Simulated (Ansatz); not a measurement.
Results of PBE (Ansatz, a first-principles code, PAW) for hexagonal WC.

Run with plane-wave cutoff 500 eV, 18×18×14 k mesh (along the axes of the cell as run), Fermi–Dirac smearing 0.05 eV, no spin polarisation, scalar-relativistic PAW data made under PBE.

Computed at the level's own relaxed cell.

### Question
Estimate the volume per atom, lattice parameter a and lattice parameter c that the calculation returns.

### Answer

volume per atom: 10.52 Å³/atom
lattice parameter a: 2.922 Å
lattice parameter c: 2.847 Å

Measured, for comparison: lattice constant a 2.906 Å, lattice parameter c 2.837 Å (300 K, no zero-point or thermal correction; as tabulated in Wikipedia's data pages). Computed (rounded) less measured: lattice constant a +0.6 %, lattice parameter c +0.4 %.

Spin–orbit coupling is not included.

Computed values are for the static lattice.

Computing time: about 70 core-seconds (a rough figure).
